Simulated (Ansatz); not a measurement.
Here is the system:

End structure of a constructed model of the (0001) surface of hcp Ru, a layer of Mo in place of the second plane (bottom of the slab: a bare face, its two planes held):

```
CELL_PARAMETERS angstrom
      2.72140     0.00000     0.00000
     -1.36070     2.35680     0.00000
      0.00000     0.00000    27.00000
ATOMIC_POSITIONS crystal
  Ru 0.66667 0.33333 0.29947
  Ru 0.33333 0.66667 0.37897
  Ru 0.66667 0.33333 0.45784
  Ru 0.33333 0.66667 0.53724
  Mo 0.66667 0.33333 0.62261
  Ru 0.33333 0.66667 0.69986
```

Set-up: 6 atoms, 10.8 Å thick at the start with caps and adatoms (thin: gaps and levels are the slab's own); mesh 16x16x1; 0.1 eV smearing; dipole correction on; 2 atoms held, the rest relaxed; held to the start's symmetry, so lower structures may exist; no spin, no spin-orbit, no U. It is one candidate, not shown to be the stable structure of the face.

Question: What work function of the top face does PBE (Ansatz, an electronic-structure program) give?

Answer: 4.65 eV
